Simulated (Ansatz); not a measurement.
# YN, response to strain

Start from YN in the rock salt structure (space group Fm-3m, No. 225).

```xyz
2
Lattice="0.0000 2.4281 2.4281 2.4281 0.0000 2.4281 2.4281 2.4281 0.0000" Properties=species:S:1:pos:R:3 pbc="T T T"
N      0.0000     0.0000     0.0000
Y      2.4281     2.4281     2.4281
```

Cartesian axes are those of the cell as printed.

Strains are applied to the cell and any free atomic positions relax; under biaxial strain the out-of-plane vector relaxes too.

Level of theory: PBEsol (Ansatz, a quantum-chemistry and plane-wave program, PAW, no spin-orbit coupling).

Computed cases, in order: biaxial strain −3.07 %, plane normal [001], relaxed out of plane; biaxial strain −1.87 %, plane normal [001], relaxed out of plane; biaxial strain −0.18 %, plane normal [001], relaxed out of plane; the unstrained base.

**Question.** Between which two neighbouring cases does the band gap open or close?

**Answer.** Between biaxial strain −1.87 %, plane normal [001], relaxed out of plane (zero) and biaxial strain −0.18 %, plane normal [001], relaxed out of plane (0.07 eV). The whole series: biaxial strain −3.07 %, plane normal [001], relaxed out of plane: zero; biaxial strain −1.87 %, plane normal [001], relaxed out of plane: zero; biaxial strain −0.18 %, plane normal [001], relaxed out of plane: 0.07 eV; the unstrained base: 0.08 eV.

A case with no gap was solved on a k-mesh chosen for an insulator, which is coarse for it. Stability against distortions was not tested. The final runs are not spin-polarised. The zero or small gap of YN can change with the level of theory.
